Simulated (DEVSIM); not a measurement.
Structure: Ti/SiO2/p-Ge capacitor, at 300 K.

```
layer (left to right)  material  thickness (nm)  Na (cm⁻³)
---------------------  --------  --------------  ---------
1                          SiO2           0.400          -
2                            Ge            7600     6.1e15
```

Metal gate on the left, work function 4.33 eV. Fixed charge at the semiconductor interface -8.4e11 cm⁻² (in units of +e); no interface traps.

Constants are typed, rounded textbook-type inputs, not results; the design itself was drawn at random and stands for no fabricated device. Values at 300 K.

| parameter | SiO2 | Ge |
|---|---|---|
| gap (eV) | 9 | 0.664 |
| affinity (eV) | 0.9 | 4 |
| permittivity | 3.9 | 16 |
| Nc (cm⁻³) | - | 1.04e19 |
| Nv (cm⁻³) | - | 6e18 |

Model (solved in DEVSIM): 1D Poisson equation in equilibrium, Boltzmann statistics, complete ionisation; no quantum confinement or tunnelling. Metal contacts follow the ideal Schottky-Mott rule: no Fermi-level pinning, no interface dipoles.

Q: Give the band bending (positive: bands bend down) and minority sheet density.

A: 
| Vg (V) | ψs (V) | minority carriers (cm⁻²) |
|---|---|---|
| -0.3 | -0.144 | < 1e8 |
| -0.15 | -0.009 | < 1e8 |
| 0 | 0.139 | < 1e8 |
| 0.15 | 0.288 | 6.9e9 |
| 0.3 | 0.427 | 5.4e11 |
